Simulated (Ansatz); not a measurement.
## A computed series for PtSe2: pressure series

Base system: PtSe$_{2}$ in the CdI2 type structure (space group P-3m1, No. 164; a = 3.7724 Å, c = 4.8183 Å; layered).

Cell and atoms are relaxed at each pressure.

Method: PBE-D3(BJ) (Ansatz, a first-principles code; PAW; 420 eV plane waves; no SOC).

Candidates:
(a) pressure 3 GPa
(b) pressure 7 GPa
(c) pressure 75 GPa
(d) pressure 50 GPa
(e) pressure −1 GPa

Before the change:

| Quantity | Value |
|---|---|
| c/a ratio | 1.277 |

Question: Order them by c/a ratio, highest first.

Answer: (e) pressure −1 GPa (1.297), (a) pressure 3 GPa (1.243), (b) pressure 7 GPa (1.217), (d) pressure 50 GPa (1.119), (c) pressure 75 GPa (1.085)

Load acts through the strain it causes; cell and atoms are relaxed under it. Whether these cells are dynamically stable was not tested. Competing high-pressure phases were not computed. The final runs are not spin-polarised.
